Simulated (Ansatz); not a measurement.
Consider Ce in the fcc (Cu type) structure (space group Fm-3m, No. 225; a = 4.582 Å). Axes: x, y, z lie along the cube axes.

Method: PBEsol (Ansatz, an electronic-structure program), without spin-orbit coupling.

For the base:

| Item | Value |
|---|---|
| Pressure | 0.0 GPa |
| Shortest interatomic distance | 3.240 Å |

One thing is altered: compressive biaxial strain of 0.62 % in the plane normal to [001], as in epitaxy on a mismatched substrate; the out-of-plane cell vector and the atoms relax.

Question: Predict the new pressure, shortest interatomic distance and energy relative to the base.

Answer: The pressure (mean of the normal stresses, compression positive) goes from zero to 0.2 GPa; the shortest interatomic distance decreases by 0.020 Å, from 3.240 Å to 3.220 Å; the energy hardly moves.

Open 4f shells without U are poorly described, and the f state was not checked. Without a gap, meshes like the base's 17×17×17 leave anisotropic stresses uncertain by several tenths of a GPa, and small strain energies with them. Whether these cells are dynamically stable was not tested. Seeded moments were not kept for the base. All final runs are without spin polarisation.
